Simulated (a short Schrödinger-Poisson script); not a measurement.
Stack: MOS inversion layer, SiO2 on p-type Si(100), at 400 K.

| layer | material | thickness (nm) | Na (cm⁻³) |
|---|---|---|---|
| 1 | SiO2 | 2.9 | - |
| 2 | Si | 650 | 4.4e17 |

Constants are typed, rounded textbook-type inputs, not results; the design itself was drawn at random and stands for no fabricated device. SiO2: permittivity 3.9, conduction-band edge (eV) 3.15, gap (eV) 9, electron mass (mₑ) 0.5. Si: permittivity 11.7, conduction-band edge (eV) 0, gap (eV) 1.124, Nv at 300 K (cm⁻³) 3.1e19.

Channel valleys (confinement mass, in-plane density-of-states mass, number): Δ2 0.916, 0.19, 2; Δ4 0.19, 0.417, 4. At the gate the conduction-band edge of layer 1 lies 3.49 eV − eVg above the Fermi level of the channel; the field vanishes at the back. Gaps are held at their typed values at every temperature. Mesh 0.03 nm at interfaces.

Solved with a short Schrödinger-Poisson script written for these runs: 1D Poisson equation in equilibrium, electrons quantum, Hartree (BenDaniel-Duke, 12 states a valley, the channel's in-plane mass for all, wave functions free to enter the dielectric), parabolic valleys, classical holes, full ionisation, no traps, pinning or gate leakage.

At Vg = 2.1 V the centroid of the electrons lies 1.47 nm from the interface.

Q: Estimate the gate capacitance as the dielectric in series with that distance, and compare.

A: The dielectric alone has 1.19 μF/cm²; in series with 1.47 nm of the channel's permittivity, 1.02 μF/cm²; the run gives 1.05 μF/cm². The estimate leaves out the density-of-states capacitance and the centroid's move with voltage.
